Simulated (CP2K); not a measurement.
Band structure of LaCuSeO (P4/nmm, 8 atoms in the cell).

```xyz
8
Lattice="4.0695 0.0000 0.0000 0.0000 4.0695 0.0000 0.0000 0.0000 8.8245" Properties=species:S:1:pos:R:3 pbc="T T T"
La     0.0000     2.0348     7.5889
La     2.0348     0.0000     1.2356
Cu     2.0348     2.0348     4.4123
Cu     0.0000     0.0000     4.4123
Se     0.0000     2.0348     2.9191
Se     2.0348     0.0000     5.9055
O      2.0348     2.0348     0.0000
O      0.0000     0.0000     0.0000
```

Computed with PBEsol, GPW, DZVP-MOLOPT-SR-GTH basis, GTH-PBE potentials (GTH_POTENTIALS) (CP2K 2026.2).

Settings: CUTOFF = 600 Ry; REL_CUTOFF = 50 Ry; KPOINTS/SCHEME = MONKHORST-PACK 5 5 3; XC_FUNCTIONAL = PBE:PBESOL; La/BASIS_SET = DZVP-MOLOPT-SR-GTH; La/POTENTIAL = GTH-PBE-q11; Cu/BASIS_SET = DZVP-MOLOPT-SR-GTH; Cu/POTENTIAL = GTH-PBE-q11; Se/BASIS_SET = DZVP-MOLOPT-SR-GTH; Se/POTENTIAL = GTH-PBE-q6; O/BASIS_SET = DZVP-MOLOPT-SR-GTH; O/POTENTIAL = GTH-PBE-q6; METHOD = GPW; EPS_DEFAULT = 1e-10.

The starting cell comes from a database of computed structures (which also holds hypothetical and non-ambient phases and stackings), without a prior relaxation at this level. Values carry the incompleteness of an atom-centred basis. The potentials were made for another functional than the one used.

Q: Predict the gap along the standard path and the places of the band edges.

A: The gap along the path is 1.39 eV, direct at Γ to within 0.01 eV.

Levels in eV from the top of the valence band on the SCF mesh, bands 31 to 35:
```csv
point,31,32,33,34,35
Γ,-1.36,-0.53,0.00,0.00,1.39
X,-0.88,-0.88,-0.71,-0.71,2.04
M,-1.90,-1.90,-1.23,-1.23,2.32
Z,-1.36,-1.05,-0.11,-0.11,1.79
R,-0.79,-0.79,-0.66,-0.66,2.08
A,-1.90,-1.90,-1.23,-1.23,2.60
```

Higher empty bands are left out: an atom-centred basis made for the valence describes them poorly.
